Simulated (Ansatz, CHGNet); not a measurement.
CoSn (P6/mmm, No. 191; start mp-20536): properties by level of theory

```csv
level (code),equilibrium lattice constant a (Å),lattice parameter c (Å)
CHGNet 0.3.0 (CHGNet),…,…
CHGNet-r²SCAN (CHGNet),5.163,4.237
PBE (Ansatz),5.289,4.245
PBEsol (Ansatz),5.214,…
```

**Question.** Some entries are withheld; supply them.

**Answer.** 
- CHGNet 0.3.0 (CHGNet), equilibrium lattice constant a (Å): 5.247
- CHGNet 0.3.0 (CHGNet), lattice parameter c (Å): 4.300
- PBEsol (Ansatz, a quantum-chemistry and plane-wave program), lattice parameter c (Å): 4.181

Caveats: the relaxation could not lower the start's symmetry, so the cell can be a saddle point above a distorted one (CHGNet 0.3.0, CHGNet-r²SCAN, PBE, PBEsol). Ansatz's density-functional and Hartree–Fock values are scalar-relativistic unless marked +SOC, with PAW data made under PBE.

The crystal itself was run without spin with PBE, PBEsol.

Static lattice: no zero-point or thermal effects.

A start named mp-… is a Materials Project structure, which can be a computed phase never made.
